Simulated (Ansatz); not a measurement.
# fcc Pb (1 1 1) on cubic HfO2 (1 1 1) (film strained to the substrate, started from cuts of the bulks and a machine-learned relaxation; slabs Hf5O8 and Pb4, which can lie off the formulas)

A periodic stack without vacuum, fcc Pb (1 1 1) on cubic HfO2 (1 1 1) (film strained to the substrate, started from cuts of the bulks and a machine-learned relaxation; slabs Hf5O8 and Pb4, which can lie off the formulas): substrate slab Hf5O8, film Pb4, surface cells [[-1, 1], [-1, 0]] and [[1, 0], [0, 1]], film strained by +1.2 and +1.2 %, outermost planes Hf/Hf and Pb/Pb as cut, which need not be the usual terminations and can put a slab off its formula.

The start was prepared with a machine-learned potential, and the result is one local minimum, with the in-plane cell held and forces under 0.04 eV/Å; the film can end far from its bulk form.

Method: PBE (plane waves to 420 eV, PAW; Ansatz, an electronic-structure program). No spin–orbit coupling; the runs are not spin-polarised. Its k-point mesh 10×10×1, Fermi–Dirac width 0.05 eV.

| Item | Value |
|---|---|
| interface area | 11.3 Å² |
| period | 25.95 Å |
| heights between the nearest atoms of the two slabs at the two interfaces | 2.51 and 2.52 Å |
| Hf–Pb contacts across the interfaces within 1.22 times the sum of covalent radii | 6, mean 3.26 Å |

```
CELL_PARAMETERS angstrom
      3.60438     0.00005     0.03238
      1.80225     3.12161     0.00392
      0.97976    -0.36024    25.96389
ATOMIC_POSITIONS crystal
  Hf 0.62399 0.72504 0.05389
  Hf 0.91421 0.07288 0.16678
  Hf 0.20069 0.42292 0.27992
  Hf 0.48721 0.77297 0.39303
  Hf 0.77954 0.11835 0.50592
  O  0.59234 0.73542 0.13833
  O  0.95015 0.05947 0.08015
  O  0.87907 0.08548 0.25151
  O  0.23572 0.41047 0.19492
  O  0.16557 0.43553 0.36479
  O  0.52233 0.76054 0.30820
  O  0.45023 0.78667 0.47950
  O  0.80876 0.11057 0.42138
  Pb 0.05638 0.47451 0.60273
  Pb 0.49760 0.27048 0.72738
  Pb 0.81522 0.60239 0.83492
  Pb 0.33882 0.37052 0.95697
```
